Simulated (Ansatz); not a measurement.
The parent structure is Ge in the diamond structure (space group Fd-3m, No. 227; a = 5.676 Å).

Method: PBEsol, PAW, 420 eV (Ansatz, a quantum-chemistry and plane-wave program; no spin-orbit coupling).

Before the change:

The band gap is zero, the gap character is absent and the pressure comes out as 0.0 GPa.

Now apply this change: every lattice vector is shortened by 2.50 %; the atoms relax in the strained cell.

**Question.** What happens to the band gap, gap character, hole mass and pressure?

**Answer.** The band gap changes from zero to 0.33 eV; the gap character goes from absent to indirect, Γ → L; the hole mass (degenerate bands, along [100]) amounts to 0.029, 0.20, 0.20 mₑ (at Γ); the pressure goes from zero to 6.1 GPa.

Effective masses come from finite differences of ±0.01 Å⁻¹. Whether these cells are dynamically stable was not tested. The zero or small gap of Ge can change with the level of theory.
